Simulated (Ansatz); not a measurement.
Response to strain in Al2Au

Take Al2Au (space group Fm-3m, No. 225; a = 6.0032 Å; relaxed with 0.1 eV smearing) as the base.

Strains are applied to the cell and any free atomic positions relax.

The values are results of plane-wave PAW DFT at the PBEsol level (Ansatz, a first-principles code, 420 eV), without spin-orbit coupling, not measurements.

```tsv
isotropic strain (%)	pressure (GPa)
-3	13.0
-2	8.0
-0.5	?
0	0.0
0.5	-1.7
1	-3.2
1.5	-4.6
2.5	-7.1
3	-8.2
```

Q: Fit P = P₀ − Bδ + Cδ² with δ = (1 + ε)³ − 1 to the rows shown and predict the withheld row.

A: Least squares on the printed values gives P₀ = 0.0 GPa, B = 119 GPa, C = 330 GPa (largest residual 0.1 GPa); this predicts 1.9 GPa, and the run gives 1.8 GPa, in agreement.

No phonon test of stability was made.
